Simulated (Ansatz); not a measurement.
## A computed series for NiO: response to strain and stress

Take NiO in the rock salt structure (space group Fm-3m, No. 225; a = 4.191 Å; ferromagnetic) as the base. Axes: x, y, z lie along the cube axes.

Strains are applied to the cell and any free atomic positions relax; under biaxial strain the out-of-plane vector relaxes too; under stress the whole cell relaxes.

Computed with r2SCAN (Ansatz, a program for electronic structure, PAW, no spin-orbit coupling), earlier PAW set.

Candidates:
(a) uniaxial stress, 3 GPa compression along x
(b) biaxial strain −3.58 %, plane normal [110], relaxed out of plane
(c) biaxial strain −0.98 %, plane normal [111], relaxed out of plane

Notes on the quantities. energy relative to the base: free energy F.

### Question
Order them by energy relative to the base, highest first.

### Answer
(b) biaxial strain −3.58 %, plane normal [110], relaxed out of plane (+28 meV/atom), (c) biaxial strain −0.98 %, plane normal [111], relaxed out of plane (+1.8 meV/atom), (a) uniaxial stress, 3 GPa compression along x (+0.8 meV/atom)

Beyond what the load breaks, stability against distortions was not tested. No Hubbard U is applied and the magnetic state is the run's own (NiO ferromagnetic); other magnetic orders, which need larger cells, were not tried and can change the gap. In its common phase, real NiO is an antiferromagnetic insulator at low temperature.
